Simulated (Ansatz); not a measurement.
## Pd: element substitutions

The parent structure is Pd in the fcc (Cu type) structure (space group Fm-3m, No. 225).

```yaml
crystal:
  lattice:
    - [0.00000, 1.93777, 1.93777]
    - [1.93777, 0.00000, 1.93777]
    - [1.93777, 1.93777, 0.00000]
  atoms:
    - { symbol: Pd, position: [0.00000, 0.00000, 0.00000] }
```

Each row replaces one element on all its sites; cell and atoms are relaxed.

Method: Ansatz (an electronic-structure program), PBEsol, PAW, cutoff 420 eV, scalar-relativistic without spin-orbit coupling, earlier PAW set.

Base values:

| Item | Value |
|---|---|
| Shortest interatomic distance | 2.740 Å |

Task: The aim is a shortest interatomic distance between 2.380 Å and 2.563 Å. Which of these changes reaches it?
A) Pd → Ir
B) Pd → S
C) Pd → Os
D) Pd → Ni

Result: D, Pd → Ni. It gives 2.449 Å; Pd → Ir gives 2.708 Å; Pd → S gives 2.763 Å; Pd → Os gives 2.702 Å. Changes not listed may reach it too

The magnetic state is the one reached from the starting moments; the real material's order can differ, and small cells can't hold many antiferromagnetic ones. No phonon test of stability was made. As relaxed here, S is a hypothetical phase, not in the database extracts checked. Spin-polarised in the final run: Ni; the other runs are not. This is not the structure that Os has at room temperature and ambient pressure.
